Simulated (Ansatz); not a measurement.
Band structure of YbAs (Fm-3m, 2 atoms in the cell).

```yaml
crystal:
  lattice:
    - [0.00000, 2.98510, 2.98510]
    - [2.98510, 0.00000, 2.98510]
    - [2.98510, 2.98510, 0.00000]
  atoms:
    - { symbol: Yb, position: [0.50000, 0.50000, 0.50000] }
    - { symbol: As, position: [0.00000, 0.00000, 0.00000] }
```

Level of theory: LDA (PW92), PAW files made with PBE (plane waves; Ansatz, an electronic-structure program).

Settings: kpoints.mp_grid.grid = 10 10 10; hamiltonian.xc = lda; hamiltonian.pseudopotentials = {kind: paw} (the program's default PAW files); scf.occupations.method = gaussian; scf.occupations.width = 0.0147 Ry; kpoints.band_path.npoints = 8.

The starting cell comes from a database of computed structures (which also holds hypothetical and non-ambient phases and stackings), without a prior relaxation at this level. Spin-orbit coupling is off. Spin polarisation is off; with an odd number of electrons in the cell that forces a metal, and a magnetic state may lie lower. The f electrons are in the valence without U or exact exchange, which can misplace them near the Fermi level. Spin-orbit terms, which matter for f shells, are left out.

Levels in eV from the Fermi level, bands 17 to 23:
```csv
point,17,18,19,20,21,22,23
Γ,-0.37,1.31,1.31,1.31,2.93,2.93,2.93
X,-0.41,-0.34,0.26,0.26,1.04,3.46,4.90
W,-0.40,-0.40,-0.34,-0.29,4.11,4.11,4.28
K,-0.41,-0.38,-0.34,-0.11,2.54,5.02,5.70
L,-0.41,-0.41,-0.37,-0.35,4.38,5.26,5.42
U,-0.41,-0.38,-0.34,-0.11,2.54,5.02,5.70
```

Bands cross the Fermi level along this path, so the cell is metallic at this level.

Keys are those of Ansatz 0.2.
